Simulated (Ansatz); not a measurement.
Consider TiTe2 in the CdI2 type structure (space group P-3m1, No. 164; a = 3.697 Å, c = 6.384 Å; layered, stacked along the Cartesian z axis).

(Cell as relaxed with PBE-D3(BJ).)

Levels (all Ansatz, a first-principles code, PAW): PBE-D3(BJ) (420 eV, no SOC); r2SCAN+rVV10 (500 eV, without spin-orbit coupling).

Each level relaxes its own structure.

```
base                 PBE-D3(BJ)  r2SCAN+rVV10
-------------------  ----------  ------------
volume per atom        25.19 Å³      27.29 Å³
lattice parameter a    369.7 pm      378.4 pm
band gap                   zero          zero
```

It is then changed as follows: a free-standing slab of 4 layers (12 atoms, 3 a layer) is cut normal to the stacking axis, with 15 Å of vacuum and the in-plane cell relaxed.

| quantity | PBE-D3(BJ) | r2SCAN+rVV10 |
|---|---|---|
| in-plane lattice parameter a | 368.8 pm | ? |
| excess energy per area of both faces (slab less bulk energy over the cell's area: twice a surface energy) (uncertain by up to 0.2 J/m²) | 0.7 J/m² | ? |
| shortest interatomic distance | 274.4 pm | ? |
| thickness between the outermost nuclei | 22.77 Å | ? |

Q: Given the PBE-D3(BJ) results, estimate those of r2SCAN+rVV10.

A: 
- in-plane lattice parameter a, r2SCAN+rVV10: 377.3 pm
- excess energy per area of both faces (slab less bulk energy over the cell's area: twice a surface energy) (uncertain by up to 0.2 J/m²), r2SCAN+rVV10: 0.4 J/m²
- shortest interatomic distance, r2SCAN+rVV10: 276.1 pm
- thickness between the outermost nuclei, r2SCAN+rVV10: 23.45 Å

PBE-D3(BJ)'s in-plane lattice parameter a lies 8.43 pm below r2SCAN+rVV10's; PBE-D3(BJ)'s excess energy per area of both faces lies 0.3 J/m² above r2SCAN+rVV10's; PBE-D3(BJ)'s shortest interatomic distance lies 1.65 pm below r2SCAN+rVV10's (0.6 %); PBE-D3(BJ)'s thickness between the outermost nuclei lies 0.68 Å below r2SCAN+rVV10's. Neither level is exact; r2SCAN+rVV10 is the comparison here, not a measurement.

The excess energy carries the mismatch between the slab's and the bulk's meshes. No phonon test of stability was made. The final runs are not spin-polarised.
